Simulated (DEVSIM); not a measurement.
Simulated with DEVSIM: 1D drift-diffusion, Boltzmann statistics, complete ionisation; no tunnelling, impact ionisation, image-force lowering or self-heating. Band offsets follow the typed affinities; no thermionic-emission limit at abrupt steps, no polarisation charge.

Device: isotype n-n heterojunction Al0.25Ga0.75As/GaAs, at 300 K.

| layer (left to right) | material | thickness (μm) | Nd (cm⁻³) | τn (s) | τp (s) |
|---|---|---|---|---|---|
| 1 | Al0.25Ga0.75As | 0.600 | 1.3e16 | 1.8e-9 | 1.8e-9 |
| 2 | GaAs | 0.360 | 6.3e15 | 1.8e-9 | 1.8e-9 |

Left contact: ohmic. Right contact: ohmic. Voltage is applied to the left contact. Recombination: SRH at mid-gap, radiative, Auger. Mobility is μmin + (μ − μmin)/(1 + (N/Nref)^α).

This is a model device: material constants are rounded textbook-type values typed into the input, and sizes, dopings and lifetimes were drawn at random. Values at 300 K; Nc and Nv go as T^1.5, mobilities as T to minus their exponent, the gap by Varshni's rule with the affinity fixed.

| parameter | Al0.25Ga0.75As | GaAs |
|---|---|---|
| gap (eV) | 1.7357 | 1.424 |
| affinity (eV) | 3.8725 | 4.07 |
| permittivity | 12.19 | 12.9 |
| Nc (cm⁻³) | 6.5e17 | 4.7e17 |
| Nv (cm⁻³) | 9e18 | 9e18 |
| μn (cm²/Vs) | 4375 | 8500 |
| μp (cm²/Vs) | 221 | 400 |
| μn,min | 500 | 500 |
| μp,min | 20 | 20 |
| Nref,n | 6e16 | 6e16 |
| Nref,p | 1.5e17 | 1.5e17 |
| αn | 0.39 | 0.39 |
| αp | 0.38 | 0.38 |
| T exponent of μn | 2.1 | 2.1 |
| T exponent of μp | 2.2 | 2.2 |
| B (cm³/s) | 2e-10 | 2e-10 |
| Cn (cm⁶/s) | 1e-30 | 1e-30 |
| Cp (cm⁶/s) | 1e-30 | 1e-30 |
| Varshni α (eV/K) | 0.000541 | 0.000541 |
| Varshni β (K) | 204 | 204 |

One input was changed, with this effect: potential step across the device at zero bias 0.208 → 0.117 V.

Problem. Which change was it?
A) thickness of layer 2 0.36 → 1.8 μm
B) constant mobility in place of the doping-dependent one
C) temperature 300 → 400 K
D) Auger recombination switched off
E) doping Nd of layer 1 1.3e+16 → 3.9e+14 cm^-3
F) minority lifetime in layer 2 1.8e-09 → 5.4e-09 s

Solution. E, doping Nd of layer 1 1.3e+16 → 3.9e+14 cm^-3
